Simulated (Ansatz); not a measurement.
Base system: InP in the zinc blende structure (space group F-43m, No. 216; a = 5.9073 Å). Axes: x, y, z lie along the cube axes.

Method: r2SCAN in Ansatz (plane waves to 500 eV, PAW, no spin-orbit coupling), earlier PAW set.

Before the change:

| Quantity | Value |
|---|---|
| Valence-band top at Γ | 0.00, 0.00, 0.00 eV |
| Band gap | 1.02 eV |

Now apply this change: the cell is stretched by 1.56 % along x with no lateral relaxation, atoms relaxed at fixed cell.

Problem. Estimate the effect on the valence-band top at Γ, band gap and energy relative to the base.

Solution. The valence-band top at Γ (three highest levels, from the VBM) goes from 0.00, 0.00, 0.00 eV to 0.00, 0.00, -0.08 eV; the band gap decreases by 0.117 eV to 0.91 eV; the energy grows by 1.9 meV/atom.

The cells carry an imposed strain or load. No phonon test of stability was made.

Ansatz is a program for electronic structure.
